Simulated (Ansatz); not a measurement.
Where the default PAW files enter, the runs use the earlier of Ansatz's two default sets.

Crystal: SrTe (Fm-3m, rock salt, not sure to be the ambient phase, 2 atoms a cell, 37.8 Å³ an atom); both levels run on this one cell.

Complex bands along the normal of (111) by Ansatz (plane waves, PAW, no spin-orbit coupling). r2SCAN gives a gap of 2.18 eV and a slowest mid-gap decay of 0.192 1/Å.

Question: What does PBE give on the same cell, and what does that do to the current through 2 nm?

Answer: Gap 1.78 eV, κ = 0.164 1/Å. The mid-gap transmission through 2 nm changes by exp(2 × 20 × (0.192 − 0.164)) = a factor of 3.1 against r2SCAN.

Ansatz is a quantum-chemistry and plane-wave program.
